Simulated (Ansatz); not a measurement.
The parent structure is SiC (space group P6_422, No. 181; a hypothetical phase, not in the database extracts checked).

```yaml
crystal:
  lattice:
    - [3.06571, 0.00000, 0.00000]
    - [-1.53286, 2.65499, 0.00000]
    - [0.00000, 0.00000, 7.03102]
  atoms:
    - { symbol: Si, position: [0.00000, 0.50000, 0.33333] }
    - { symbol: Si, position: [0.50000, 0.50000, 0.66667] }
    - { symbol: Si, position: [0.50000, 0.00000, 0.00000] }
    - { symbol: C, position: [0.00000, 0.50000, 0.83333] }
    - { symbol: C, position: [0.50000, 0.50000, 0.16667] }
    - { symbol: C, position: [0.50000, 0.00000, 0.50000] }
```

Computed with Kohn–Sham DFT with the PBEsol functional, run in Ansatz (a first-principles code) with PAW and 420 eV plane waves, no spin-orbit coupling.

Before the change:

The gap between the host's bands comes out as 0.77 eV. The gap character is indirect, Γ → M.

One thing is altered: hole doping at 2.0×10^21 cm⁻³ (0.114 per cell), with a uniform compensating background at fixed cell and a 300 K Fermi–Dirac width.

**Question.** What happens to the Fermi level from band edge, gap between the host's bands and gap character?

**Answer.** The Fermi level relative to the doped band's edge (positive inside the band; to 0.05 eV) comes out as +0.45 eV; the gap between the host's bands goes up by 0.03 eV, from 0.77 eV to 0.80 eV; the gap character stays indirect, Γ → M.

Charged cell with a jellium background: band edges are those of the host's band count, energies are not comparable with the neutral cell, and many-body gap narrowing is missing. No phonon test of stability was made. The base started in P3_121 and relaxed to P6_422 at this level.
